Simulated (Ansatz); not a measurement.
This Ansatz (an electronic-structure program) input is the reference run, BP in the zinc blende structure (space group F-43m, No. 216), computed with r2SCAN in Ansatz (plane waves to 500 eV, PAW, scalar-relativistic without spin-orbit coupling):

Ansatz 0.2 input:
```yaml
crystal:
  lattice:
    - [0, 2.2682797495, 2.2682797495]
    - [2.2682797495, 0, 2.2682797495]
    - [2.2682797495, 2.2682797495, 0]
  atoms:
    - { symbol: B, position: [0, 0, 0] }
    - { symbol: P, position: [0.25, 0.25, 0.25] }
basis: { ecutwfc: 500, ecutrho_ratio: 4, xc_grid: 4, fft_grid_basis: typed }
kpoints: { mp_grid: { grid: [12, 12, 12] } }
hamiltonian:
  xc: r2scan
  dispersion: none
  pseudopotentials: { kind: paw }
scf: { occupations: { method: fermi_dirac, width: 0.05 }, convergence: { dr2_threshold: 0.0000000002 } }
output: { forces: true, stress: true }
checkpoint: { write: state.ck, write_every: 1000 }
```

### Question
Write the input for this change: the cell is stretched by 0.50 % along z with no lateral relaxation, atoms relaxed at fixed cell.

### Answer
Ansatz 0.2 input:
```yaml
crystal:
  lattice:
    - [0, 2.2682797495, 2.2796211482]
    - [2.2682797495, 0, 2.2796211482]
    - [2.2682797495, 2.2682797495, 0]
  atoms:
    - { symbol: B, position: [0, 0, 0] }
    - { symbol: P, position: [0.25, 0.25, 0.25] }
basis: { ecutwfc: 500, ecutrho_ratio: 4, xc_grid: 4, fft_grid_basis: typed }
kpoints: { mp_grid: { grid: [12, 12, 12] } }
hamiltonian:
  xc: r2scan
  dispersion: none
  pseudopotentials: { kind: paw }
scf: { occupations: { method: fermi_dirac, width: 0.05 }, convergence: { dr2_threshold: 0.0000000002 } }
relax: { f_tol: 0.005, max_steps: 50 }
output: { forces: true, stress: true }
checkpoint: { write: state.ck, write_every: 1000 }
```
This is the input that was run.

The cells carry an imposed strain or load. Whether these cells are dynamically stable was not tested.
